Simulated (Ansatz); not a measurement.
## Amorphous In24O37Sr

Preparation: random packing, a CHGNet melt and quench, and a DFT relaxation. O atoms were pushed apart under 1.9 Å during the dynamics, to hinder bonds among them. The hot cell started wider than the set density and was brought back towards it in steps. It is the lowest in DFT energy of 2 quenches. It is a model cell: composition and starting density were chosen by hand, and all elements were melted together. No dispersion term was used.

Methods: PBE, scalar-relativistic without spin-orbit coupling (Ansatz, an electronic-structure program); r2SCAN, scalar-relativistic without spin-orbit coupling (Ansatz); HSE06, scalar-relativistic without spin-orbit coupling (Ansatz). Geometry, pressure, stress and energy are those of the PBE run. Its sampling: a 2×2×2 Γ-centred mesh; Fermi-Dirac width 0.02 eV; no spin polarisation. Other functionals are single points at the zone centre (r2SCAN at 500 eV; exact exchange cut at the cell's faces), free to take moments where seeds were set. At PBE the levels at the filled edge of the gap are localised (band-tail or defect states).

The number of atoms in the cell is 62 and the density (volume relaxed, without dispersion) is 6.41 g/cm³. The volume per atom is 96.9 bohr³ and the pressure on a 2×2×2 Γ-centred mesh comes out as 0.09 GPa. The largest force and stress component on that mesh (the relaxation ran on the zone centre alone) is 0.11 eV/Å and 0.2 GPa, the energy relative to bixbyite In2O3 + rock-salt SrO (lowest mix at this level among the phases computed, not always the ambient ones) is 140 meV/atom and the level gap on a 2×2×2 Γ-centred mesh (PBE) comes out as 0.61 eV. The level gap at the zone centre (PBE) is 0.62 eV and the level gap at the zone centre (r2SCAN) is 1.07 eV. The level gap at the zone centre (HSE06) is 2.02 eV.

Neighbours within In-In 3.12 Å, In-O 2.76 Å, In-Sr 3.65 Å, O-O 1.58 Å, O-Sr 3.13 Å, Sr-Sr 4.18 Å count as bonded. Two cations that share two anions don't count as bonded, nor two that share one unless they lie closer than In-In 3.04 Å, In-Sr 3.55 Å, Sr-Sr 4.07 Å.

```
Quantity                                                          Result
---------------------------------  -------------------------------------
Mean coordination of In by anions  5.42 (1 with 4, 12 with 5, 11 with 6)
Mean coordination of O                       3.68 (12 with 3, 25 with 4)
Mean coordination of Sr by anions                        6.00 (1 with 6)
Mean In-O bond                     2.205 Å (spread 0.115 Å, 130 counted)
Mean O-Sr bond                       2.633 Å (spread 0.105 Å, 6 counted)
```

Its density started from a set value of 6.45 g/cm³. The quench (nominally 280 K/ps over its main leg) was far faster than any real one, so the model tends to hold more defects than a real film. A cell of this size samples the disorder only roughly. Volume and shape were free in the relaxation.
